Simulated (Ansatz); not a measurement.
Effect of biaxial strain −0.32 %, plane normal [001], relaxed out of plane on Ti

The parent structure is Ti in the hcp (Mg type) structure (space group P6_3/mmc, No. 194; a = 2.9016 Å, c = 4.5930 Å; relaxed with 0.1 eV smearing). Axes: x lies along a and z along c of the hexagonal cell.

The change: compressive biaxial strain of 0.32 % in the plane normal to [001], as in epitaxy on a mismatched substrate; the out-of-plane cell vector and the atoms relax.

The values are results of PBEsol in Ansatz (plane waves to 420 eV, PAW, spin-orbit coupling left out), not measurements. Settings: 23×23×13 k-points, 0.1 eV Fermi–Dirac smearing.

The volume per atom decreases by 0.06 Å³ to 16.68 Å³ and the space group stays P6_3/mmc (No. 194). The shortest interatomic distance stays essentially unchanged (2.843 Å against 2.844 Å) and the band gap remains zero. The out-of-plane strain is +0.27 % and the mean in-plane stress (compression positive) amounts to +0.6 GPa.

Whether these cells are dynamically stable was not tested. All final runs are without spin polarisation.

Ansatz is a first-principles code.
